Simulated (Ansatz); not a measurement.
Consider Bi (space group R-3m, No. 166; relaxed with 0.1 eV smearing).

```yaml
crystal:
  lattice:
    - [2.23622, 1.29108, 3.75508]
    - [-2.23622, 1.29108, 3.75508]
    - [0.00000, -2.58216, 3.75508]
  atoms:
    - { symbol: Bi, position: [0.24014, 0.24014, 0.24014] }
    - { symbol: Bi, position: [0.75986, 0.75986, 0.75986] }
```

Cartesian axes are those of the cell as printed.

Level of theory: DFT with PBEsol-D3(BJ), PAW potentials and a 420 eV plane-wave cutoff in Ansatz (a quantum-chemistry and plane-wave program), no SOC.

Strains are applied to the cell and any free atomic positions relax; under biaxial strain the out-of-plane vector relaxes too.

One change was made to it. Results:

The pressure (mean of the normal stresses, compression positive) goes from zero to 2.2 GPa; the energy rises by 12 meV/atom.

### Question
Name the change that was made.
A) uniaxial strain ε_zz = −4.40 %
B) biaxial strain −3.28 %, plane normal [001], relaxed out of plane
C) tensor shear ε_yz = +1.61 %
D) uniaxial strain ε_xx = −2.77 %

### Answer
A, uniaxial strain ε_zz = −4.40 %. For comparison, the pressure in the other runs: tensor shear ε_yz = +1.61 % gives 0.1 GPa; uniaxial strain ε_xx = −2.77 % gives 1.5 GPa; biaxial strain −3.28 %, plane normal [001], relaxed out of plane gives 1.0 GPa.

No phonon test of stability was made.
